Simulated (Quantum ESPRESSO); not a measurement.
Zone-centre phonon calculation of Si2Ni (Fm-3m, 3 atoms in the cell) at several settings

```
Si2Ni
1.0
    0.00000     2.71578     2.71578
    2.71578     0.00000     2.71578
    2.71578     2.71578     0.00000
Si Ni
2 1
Direct
  0.25000   0.25000   0.25000
  0.75000   0.75000   0.75000
  0.00000   0.00000   0.00000
```

Base: PBE, SSSP 1.1.2 efficiency (PBE) pseudopotentials (Quantum ESPRESSO). Its settings: ecutwfc = 50 Ry; ecutrho = 400 Ry; occupations = smearing; smearing = gauss; degauss = 0.0036749 Ry; potentials = {Si: Si.pbe-n-rrkjus_psl.1.0.0.UPF, Ni: ni_pbe_v1.4.uspp.F.UPF}; K_POINTS = automatic 11 11 11 0 0 0; conv_thr = 1e-10 Ry; mixing_beta = 0.3. Starting volume 13.35 Å³ per atom.

Each line gives the change from the base single point and the result:

- K_POINTS: automatic 11 11 11 0 0 0 → automatic 9 9 9 0 0 0; ph.x.tr2_ph: default → 1e-14; ph.x.fildyn: default → dyn.G; dynmat.x.fildyn: default → dyn.G; dynmat.x.asr: default → crystal: pressure 2.00 GPa; zone-centre frequencies (cm⁻¹; negative means imaginary) 0, 0, 0, 303, 303, 303, 318, 318, 318.
- ecutwfc: 50 Ry → 35 Ry; ecutrho: 400 Ry → 280 Ry; ph.x.tr2_ph: default → 1e-14; ph.x.fildyn: default → dyn.G; dynmat.x.fildyn: default → dyn.G; dynmat.x.asr: default → crystal: pressure -11.78 GPa; zone-centre frequencies (cm⁻¹; negative means imaginary) 0, 0, 0, 301, 301, 301, 327, 327, 327.
- ph.x.tr2_ph: default → 1e-14; ph.x.fildyn: default → dyn.G; dynmat.x.fildyn: default → dyn.G; dynmat.x.asr: default → crystal: zone-centre frequencies (cm⁻¹; negative means imaginary) 0, 0, 0, 301, 301, 301, 327, 327, 327.

The starting cell comes from a database of computed structures (which also holds hypothetical and non-ambient phases and stackings), without a prior relaxation at this level. Its lattice was rescaled by a random factor within 2.5 % of one. Spin polarisation is off.

Frequencies and response belong to this unrelaxed cell, and polar modes hold no LO-TO splitting.
